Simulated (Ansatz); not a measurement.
A self-consistent single point of Cr3Os (Pm-3m, 4 atoms in the cell) with Ansatz (a program for electronic structure).

Method: PBE (plane waves, PAW; Ansatz).

The change in words: lattice scaled by 1.015; basis.ecutwfc: 420 eV → 250 eV. Reference geometry:
```xyz
4
Lattice="3.5774 0.0000 0.0000 0.0000 3.5774 0.0000 0.0000 0.0000 3.5774" Properties=species:S:1:pos:R:3 pbc="T T T"
Cr     0.0000     1.7887     1.7887
Cr     1.7887     1.7887     0.0000
Cr     1.7887     0.0000     1.7887
Os     0.0000     0.0000     0.0000
```
Moments meant for the start (each program seeds them in its own way; μB, in the order of the atoms Cr Cr Cr Os): 3.0 3.0 3.0 0.0.

Reference input (self-consistent single point, DFT, PBE, plane waves, default PAW files): basis.ecutwfc = 420 eV; kpoints.mp_grid.grid = 6 6 6; hamiltonian.xc = pbe; hamiltonian.pseudopotentials = {kind: paw} (the program's default PAW files); magnetization.spin_polarized = true; scf.occupations.method = cold; scf.occupations.width = 0.1 eV. This run's input differs from it in these lines:

Ansatz 0.2 input:
```diff
@@ -3,5 +3,5 @@
   lattice:
-    - [3.57741800, 0.00000000, 0.00000000]
-    - [0.00000000, 3.57741800, 0.00000000]
-    - [0.00000000, 0.00000000, 3.57741800]
+    - [3.63107900, 0.00000000, 0.00000000]
+    - [0.00000000, 3.63107900, 0.00000000]
+    - [0.00000000, 0.00000000, 3.63107900]
   atoms:
@@ -12,3 +12,3 @@
 basis:
-  ecutwfc: 420.0
+  ecutwfc: 250.0
 kpoints:
```

Log, with long lists cut:

```
SCF iter   1: F=—  HF=-21520.425921 eV  |F-HF|=—  |Δ(HF+E_count)|=         —  Δρ=2.69e-1 (↑2.69e-1 ↓1.14e-1)  dr2=1.52e1  dr2_m=1.45e1  M=1.101 μB ∫|m|=1.215 μB  β_m=0.30  ethr=3.10e-3  ⟨swp⟩=4.7  Hψ=4938  notcnv=0
Mixer restart at iter 1: flushing history
all-band conjugate gradients solve this SCF's bands
preconditioner: auto → Kerker (q_TF=auto, 2.817 Å⁻¹)
spin=Collinear: Kerker preconditioning applied to the charge; magnetization (m = ρ↑ − ρ↓) channel mixes plain (no charge-response kernel on spin).
   [... lines left out ...]
SCF iter  13: F=—  HF=-21510.449916 eV  |F-HF|=—  |Δ(HF+E_count)|=   1.02e-7  S|Δr|=    0.00e0  Δρ=6.45e-6 (↑5.59e-6 ↓6.45e-6)  dr2=7.96e-8  dr2_m=2.26e-10  M=0.000 μB ∫|m|=0.000 μB  β_m=0.87  ethr=1.72e-10  ⟨swp⟩=7.0  Hψ=5781  notcnv=0
SCF iter  14: F=-21510.449916 eV  HF=-21510.449916 eV  |F-HF|=4.44e-10  |Δ(HF+E_count)|=   3.43e-9  S|Δr|=    0.00e0  Δρ=8.46e-7 (↑5.54e-7 ↓8.46e-7)  dr2=7.98e-10  dr2_m=3.73e-11  M=0.000 μB ∫|m|=0.000 μB  ethr=1.37e-10  ⟨swp⟩=2.6  Hψ=3113  notcnv=0
SCF 1 converged in 14 iterations: F = -21510.449916 eV  dr2 = 7.98e-10
WARN: the starting moments were not kept: the SCF closed with an absolute magnetisation of 1.8e-5 μB, where they sum to 9 μB in size (3 sites) …
   [... lines left out ...]
Absolute magnetization: 0.0000 μB (∫|ρ↑−ρ↓|, with the PAW one-centre terms)
Free energy (F): -21510.449916 eV
Fermi energy:    21.359812 eV
   [... lines left out ...]
  atom   1  Cr     0.00000000     0.00000000     0.00000000
   [... zero for the other atoms too ...]
--- Stress (GPa, compression-positive) ---
       23.581570       0.000000       0.000000
        0.000000      23.581570       0.000000
        0.000000       0.000000      23.581570
  P = ⅓ Tr σ = 23.5816 GPa (235.816 kbar)
  The stress holds the Pulay correction. Without it, at fixed plane waves, as pw.x and ABINIT print it: P = -110.3806 GPa
```

The run converged in 14 iterations. Against the reference run the free energy goes up by 1.53 eV/atom and the pressure goes from 30.38 to 23.58 GPa.

The starting cell was generated: these elements placed on a structure prototype, without a prior relaxation; it need not be a known phase or ordering of this composition. Its lattice was rescaled by a random factor within 2.5 % of one. For this run, on top of that: lattice scaled by 1.015. The starting moments vanished: the run ended non-magnetic, which need not be the lowest state. The program warned that a starting moment was not kept. Ansatz's pressure includes its estimate of the finite-basis (Pulay) stress. Without the estimate this run gives -110.38 GPa. The cutoff lies below the one recommended for these files.
